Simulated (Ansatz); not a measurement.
## rock-salt TaN (0 0 1) on alpha cristobalite (0 0 1), one O vacancy in the substrate about 2 Å from each interface (film strained to the substrate, started from cuts of the bulks and a machine-learned relaxation; slabs Si16O30 and N30Ta30, which can lie off the formulas)

A periodic stack without vacuum, rock-salt TaN (0 0 1) on alpha cristobalite (0 0 1), one O vacancy in the substrate about 2 Å from each interface (film strained to the substrate, started from cuts of the bulks and a machine-learned relaxation; slabs Si16O30 and N30Ta30, which can lie off the formulas): substrate slab Si16O30, film N30Ta30, surface cells [[-1, 1], [-1, -1]] and [[-3, -1], [-1, -2]], film strained by +2.9 and +2.9 %, outermost planes O/O and NTa/NTa as cut, which need not be the usual terminations and can put a slab off its formula.

The start was prepared with a machine-learned potential, and the result is one local minimum, with the in-plane cell held and forces under 0.04 eV/Å; the film can end far from its bulk form.

Method: PBE (plane waves to 420 eV, PAW; Ansatz, an electronic-structure program). Scalar-relativistic, without spin–orbit coupling; the runs are not spin-polarised; PBE gaps are too small against experiment. Its k-point mesh 4×4×1, Fermi–Dirac width 0.05 eV.

The interface area is 51.7 Å², the period comes out as 28.11 Å and the heights between the nearest atoms of the two slabs at the two interfaces is 0.04 and 1.62 Å. The Si–Ta contacts across the interfaces within 1.22 times the sum of covalent radii comes out as 10, mean 3.11 Å, the O–Ta contacts across the interfaces within 1.22 times the sum of covalent radii comes out as 5, mean 2.01 Å and the N–Si contacts across the interfaces within 1.22 times the sum of covalent radii is 1, mean 1.71 Å.

```
CELL_PARAMETERS angstrom
      7.18852    -0.00016     0.00345
      0.00004     7.18614     0.18704
      0.31287     4.02954    28.22188
ATOMIC_POSITIONS crystal
  Si 0.27758 0.95846 0.16244
  Si 0.76528 0.44327 0.18977
  Si 0.76828 0.02422 0.05119
  Si 0.29103 0.54092 0.05755
  Si 0.51167 0.75621 0.12906
  Si 0.99366 0.28250 0.10943
  Si 0.48864 0.13632 0.24297
  Si 0.05035 0.66616 0.23951
  O  0.39799 0.07824 0.19564
  O  0.94590 0.50009 0.21800
  O  0.84354 0.32448 0.14980
  O  0.65947 0.89979 0.09691
  O  0.08987 0.48772 0.08744
  O  0.64014 0.63071 0.17052
  O  0.14656 0.11642 0.12873
  O  0.29576 0.32482 0.03743
  O  0.95942 0.89941 0.03680
  O  0.63960 0.30262 0.22786
  O  0.13284 0.81759 0.19577
  O  0.58490 0.95024 0.27330
  O  0.22104 0.57367 0.27281
  O  0.42813 0.59435 0.09987
  O  0.86506 0.21297 0.06807
  Si 0.25909 0.80488 0.42425
  Si 0.73654 0.32701 0.42850
  Si 0.76215 0.86161 0.30393
  Si 0.27567 0.37679 0.30708
  Si 0.54582 0.54372 0.37600
  Si 0.98891 0.11018 0.36433
  Si 0.47325 0.02903 0.49127
  Si 0.03387 0.50747 0.49371
  O  0.42125 0.91652 0.44873
  O  0.90680 0.42182 0.45383
  O  0.37063 0.64738 0.39961
  O  0.83599 0.16218 0.40306
  O  0.68713 0.70401 0.34795
  O  0.09651 0.30382 0.34097
  O  0.14540 0.95597 0.38631
  O  0.32902 0.21276 0.27618
  O  0.90359 0.76609 0.27063
  O  0.59000 0.21977 0.46999
  O  0.10864 0.71449 0.46472
  O  0.62392 0.90737 0.52936
  O  0.23686 0.39465 0.50759
  O  0.45303 0.41734 0.33931
  O  0.87352 0.02753 0.32394
  N  0.91696 0.43227 0.65945
  N  0.52563 0.60188 0.65698
  N  0.75743 0.02005 0.65838
  N  0.34304 0.22149 0.65408
  N  0.13159 0.81971 0.65771
  N  0.86808 0.76520 0.58369
  N  0.29604 0.04378 0.53084
  N  0.61553 0.36679 0.57071
  N  0.25322 0.58778 0.58324
  N  0.01278 0.16825 0.58406
  N  0.91662 0.29748 0.81063
  N  0.53815 0.51867 0.80957
  N  0.76119 0.90757 0.81256
  N  0.33010 0.12557 0.81637
  N  0.14953 0.73164 0.81051
  N  0.84418 0.66640 0.73747
  N  0.40976 0.87579 0.72877
  N  0.64398 0.27260 0.73360
  N  0.27160 0.45828 0.73644
  N  0.02607 0.05113 0.73439
  N  0.93976 0.22066 0.96416
  N  0.53984 0.41466 0.96312
  N  0.72175 0.80124 0.96433
  N  0.32851 0.00977 0.97902
  N  0.12043 0.61209 0.96740
  N  0.81574 0.58373 0.88880
  N  0.42550 0.74382 0.88766
  N  0.65845 0.17011 0.88738
  N  0.25178 0.35582 0.89229
  N  0.03559 0.96652 0.89217
  Ta 0.82193 0.72115 0.65837
  Ta 0.44029 0.93118 0.64969
  Ta 0.63499 0.30060 0.65249
  Ta 0.22370 0.50753 0.65850
  Ta 0.04502 0.15502 0.65814
  Ta 0.89949 0.46124 0.58230
  Ta 0.55764 0.67072 0.58364
  Ta 0.74072 0.05229 0.58165
  Ta 0.33557 0.28306 0.56928
  Ta 0.16561 0.87587 0.58043
  Ta 0.85181 0.60017 0.81443
  Ta 0.44892 0.82994 0.80839
  Ta 0.61700 0.18965 0.81011
  Ta 0.21398 0.42455 0.81287
  Ta 0.05481 0.02065 0.81113
  Ta 0.95984 0.36745 0.73469
  Ta 0.54872 0.60269 0.73274
  Ta 0.71258 0.95851 0.73619
  Ta 0.32506 0.16360 0.73596
  Ta 0.13720 0.73382 0.73388
  Ta 0.84354 0.51502 0.96020
  Ta 0.39702 0.72845 0.96877
  Ta 0.61700 0.09749 0.96528
  Ta 0.25000 0.29663 0.97327
  Ta 0.04203 0.92003 0.97249
  Ta 0.95137 0.29457 0.88793
  Ta 0.54043 0.43755 0.88845
  Ta 0.69260 0.87820 0.88901
  Ta 0.34125 0.05183 0.89600
  Ta 0.12434 0.65672 0.88954
```
